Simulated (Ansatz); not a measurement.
## CaZrF6, response to strain

The reference is CaZrF6 (space group Fm-3m, No. 225; a cell from a computed database, its experimental status unchecked).

```yaml
crystal:
  lattice:
    - [0.00000, 4.25542, 4.25542]
    - [4.25542, 0.00000, 4.25542]
    - [4.25542, 4.25542, 0.00000]
  atoms:
    - { symbol: Ca, position: [0.50000, 0.50000, 0.50000] }
    - { symbol: Zr, position: [0.00000, 0.00000, 0.00000] }
    - { symbol: F, position: [0.76386, 0.23614, 0.23614] }
    - { symbol: F, position: [0.23614, 0.76386, 0.76386] }
    - { symbol: F, position: [0.23614, 0.76386, 0.23614] }
    - { symbol: F, position: [0.76386, 0.23614, 0.76386] }
    - { symbol: F, position: [0.23614, 0.23614, 0.76386] }
    - { symbol: F, position: [0.76386, 0.76386, 0.23614] }
```

Cartesian axes are those of the cell as printed.

Strains are applied to the cell and any free atomic positions relax; under stress the whole cell relaxes.

The values are results of PBEsol/PAW in Ansatz (a program for electronic structure), spin-orbit coupling left out, not measurements.

Notes on the quantities. energy relative to the base: free energy F.

```tsv
change	band gap	energy relative to the base	volume per atom
base	7.01 eV	0 meV/atom	19.26 Å³
uniaxial strain ε_xx = +1.28 %	6.96 eV	+1.4 meV/atom	19.51 Å³
uniaxial strain ε_yy = −0.66 %	7.01 eV	+0.4 meV/atom	19.14 Å³
uniaxial stress, 2 GPa tension along x	?	?	19.51 Å³
```

What belongs in the blanks?


- uniaxial stress, 2 GPa tension along x, band gap: 6.95 eV
- uniaxial stress, 2 GPa tension along x, energy relative to the base: +1.8 meV/atom

Stability under load was not tested beyond the relaxation.
